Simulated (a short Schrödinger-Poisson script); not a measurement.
Structure: single GaAs/Al0.4Ga0.6As quantum well.

```
layer      material  thickness (nm)
-----  ------------  --------------
1      Al0.4Ga0.6As              20
2              GaAs               6
3      Al0.4Ga0.6As              20
```

The device is made up for the run: typed textbook-type constants, with dimensions and the other settings drawn at random. GaAs: direct gap (eV) 1.424, conduction-band edge (eV) 0, electron mass (mₑ) 0.067, heavy-hole mass 0.377, light-hole mass 0.09. Al0.4Ga0.6As: direct gap (eV) 1.923, conduction-band edge (eV) 0.316, electron mass (mₑ) 0.1002, heavy-hole mass 0.417, light-hole mass 0.126.

The valence-band edge of each layer lies one gap below its conduction-band edge. The electron's potential energy rises along the stack by the applied field. Mesh 0.03 nm at interfaces.

Estimate e1 and hh1 for infinitely high walls at zero field, and compare with the finite well.

ħ²π²/(2mL²) gives 155.9 meV for the electron and 27.7 meV for the heavy hole. The finite well gives 65.0 and 17.3 meV, 0.42 and 0.63 of the estimates, as the states reach into the barriers (7 % of e1 lies outside the well).

From a short Schrödinger-Poisson script (our own, NumPy): one-band effective-mass equation with BenDaniel-Duke matching, electrons, heavy and light holes apart, hard walls at the outer ends, one valence edge for both holes (no strain splitting), no charge, excitons, band mixing or non-parabolicity; under a field the levels are quasi-bound states of a box, listed while three quarters of their weight lies within 4 nm of the wells.
